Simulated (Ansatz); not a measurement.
# MgO: energy against volume

MgO (rock salt, Fm-3m, 9.621 Å³/atom and stress up to 0.01 GPa in the relaxed cell, cube axes along x, y and z) under hydrostatic pressure, with the cell free. PBE in Ansatz, a plane-wave DFT program (PAW, default set), 420 eV, 13×13×13 Γ-centred mesh, Fermi-Dirac smearing 0.05 eV; ions are relaxed, or left where forces stay under 0.02 eV/Å, within the symmetry of each cell.

Here V stands for volume and E for E less E0.

| volume (Å³/atom) | E less E0 (meV/atom) | pressure (GPa) |
|---|---|---|
| 9.7551 | 0.85 | -2.00 |
| 9.6870 | 0.22 | -1.00 |
| 9.6210 | 0.00 | 0.01 |
| 9.5643 | 0.17 | 0.90 |
| 9.4906 | 0.86 | 2.10 |
| 9.3515 | 3.71 | 4.50 |
| 9.1155 | 13.57 | 9.00 |
| 8.8414 | ? | ? |

Question: Using the third-order Birch-Murnaghan form, a cubic in V^(-2/3), estimate the missing E at V = 8.8414 from the other rows, showing the fit.

Answer: With u = V^(-2/3) - 0.223, the rows have u = -0.003966, -0.002940, -0.001935, -0.001062, 0.000085, 0.002292, 0.006164. Least squares gives E = 0.788 + 802.3·u + 206319·u² - 11464·u³. Residuals (row less fit): -0.002, 0.007, -0.008, 0.001, 0.002, -0.001, 0.000; standard error 0.007 (degrees of freedom: 3). Its minimum lies at u = -0.001944, so V0 = (0.221056)^(-3/2) = 9.622. There d²E/du² = 412800 and d³E/du³ = -68780, so B0 = (4/9) × 9.622^(-7/3) × 412800 × 0.160218 = 149 GPa (the last factor turns the table's units into GPa), and B0' = 4 + (2/3) × 0.221056 × (-68780)/412800 = 4.0. B0' rests on the cubic coefficient alone and has a standard error of 0.2 from these residuals. At the withheld row, u = 0.010876, so E = 0.788 + 802.3 × 0.010876 + 206319 × 0.010876² - 11464 × 0.010876³ = 33.904 meV/atom. The calculation gives 34.00 meV/atom, 0.096 meV/atom above the prediction (0.3 % of the range of E in the table). The row lies outside the fitted rows, so this is an extrapolation. From the scatter of the fitted rows alone, a prediction at this place has a standard error of 0.083 meV/atom, so the miss is 1.2 times that.

Other structures, which can take over under pressure, weren't tried. The same form fitted to the pressure column gives B0' = 4.1; series where the two differ by over 0.4 aren't shown. Rows are the converged runs of the series near zero and its far end, less any whose ions stayed unrelaxed beside relaxed ones; series whose fitted rows scatter by over a few per cent of the range, as at a crossing or softening among them, aren't shown in this form.
